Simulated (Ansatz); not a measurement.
fluorite-type CoSi2 (0 0 1) on tetragonal HfO2 (0 0 1) (film strained to the substrate, started from cuts of the bulks and a machine-learned relaxation; slabs Hf6O10 and Co4Si8, which can lie off the formulas)

A periodic stack without vacuum, fluorite-type CoSi2 (0 0 1) on tetragonal HfO2 (0 0 1) (film strained to the substrate, started from cuts of the bulks and a machine-learned relaxation; slabs Hf6O10 and Co4Si8, which can lie off the formulas): substrate slab Hf6O10, film Co4Si8, surface cells [[0, 1], [-1, 0]] and [[1, 0], [1, 1]], film strained by -4.9 and -4.9 %, outermost planes Hf/Hf and Si/Co as cut, which need not be the usual terminations and can put a slab off its formula.

The start was prepared with a machine-learned potential, and the result is one local minimum, with the in-plane cell held and forces under 0.04 eV/Å; the film can end far from its bulk form.

The numbers are results of PBE (plane waves to 420 eV, PAW; Ansatz, an electronic-structure program), not measurements. No spin–orbit coupling; the runs are not spin-polarised; PBE gaps are too small against experiment. Its k-point mesh 9×9×1, Fermi–Dirac width 0.05 eV.

```
Quantity                                                                                    Value
--------------------------------------------------------------------------------  ---------------
interface area                                                                            13.0 Å²
period                                                                                    26.79 Å
heights between the nearest atoms of the two slabs at the two interfaces          2.12 and 1.72 Å
Co–Hf contacts across the interfaces within 1.22 times the sum of covalent radii   5, mean 3.22 Å
Hf–Si contacts across the interfaces within 1.22 times the sum of covalent radii   5, mean 2.90 Å
```

```
CELL_PARAMETERS angstrom
      3.60386     0.00056    -0.07644
      0.00153     3.60269     0.11237
     -1.19316     0.24854    26.84447
ATOMIC_POSITIONS crystal
  Hf 0.31462 0.64699 0.03693
  Hf 0.86594 0.12745 0.13185
  O  0.84222 0.64046 0.09311
  O  0.33275 0.14183 0.07478
  Hf 0.41325 0.59514 0.22959
  Hf 0.96714 0.06570 0.32741
  O  0.89646 0.61511 0.19128
  O  0.96352 0.57766 0.28919
  O  0.38468 0.12171 0.17112
  O  0.45187 0.08427 0.26862
  Hf 0.51506 0.52937 0.42497
  Hf 0.05990 0.00059 0.52011
  O  0.99585 0.55155 0.38623
  O  0.04070 0.51189 0.48188
  O  0.48769 0.05801 0.36681
  O  0.53280 0.01815 0.46528
  Co 0.67705 0.42433 0.75993
  Co 0.12529 0.95623 0.65415
  Co 0.78168 0.36074 0.97280
  Co 0.23010 0.88821 0.86806
  Si 0.15156 0.43996 0.70783
  Si 0.65159 0.94004 0.70801
  Si 0.59847 0.97377 0.59932
  Si 0.09980 0.47244 0.60223
  Si 0.25696 0.37504 0.92244
  Si 0.75659 0.87138 0.92215
  Si 0.70366 0.90711 0.81417
  Si 0.20353 0.40557 0.81403
```
